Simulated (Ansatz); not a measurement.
Structures of equal composition on the (000-1) surface of wurtzite GaN (N plane on top): 2x2 Mg adatom at H3; 2x2 Mg adatom at T4. The slabs share one bottom face, and each structure is named by its start. These are constructed structures in small cells; real faces may alloy, dewet or reconstruct in larger ones, and not all known structures of the face are among them. Slabs of about 14 Å with all that they carry, Fermi-Dirac smearing of 0.025 eV. Bottom of the slabs: H caps. Relaxed from the named starts with such symmetry as they have, on meshes of like density; energies extrapolated to zero smearing; no spin-orbit coupling, no U. Spin-polarised runs, if any, are marked in brackets, and their order is one that fits the cell; the others ran without spin. Where a second, spin-polarised start was run, the lower counts.

Host crystal: wurtzite GaN, with a band gap (PBE, scalar-relativistic without spin-orbit coupling).

All values below come from r2SCAN, at the PBE geometry (plane waves to 500 eV, PAW; Ansatz, a first-principles code).

Put the candidates in order of energy per 1x1 cell, lowest first, for r2SCAN, at the PBE geometry.

2x2 Mg adatom at H3 (0.000 eV [spin, 1.0 μB a cell], a narrow gap of 0.15 eV by band count), 2x2 Mg adatom at T4 (0.211 eV (3 Mg–N bonds formed) [spin, 1.0 μB a cell], gap 0.25 eV on the mesh)
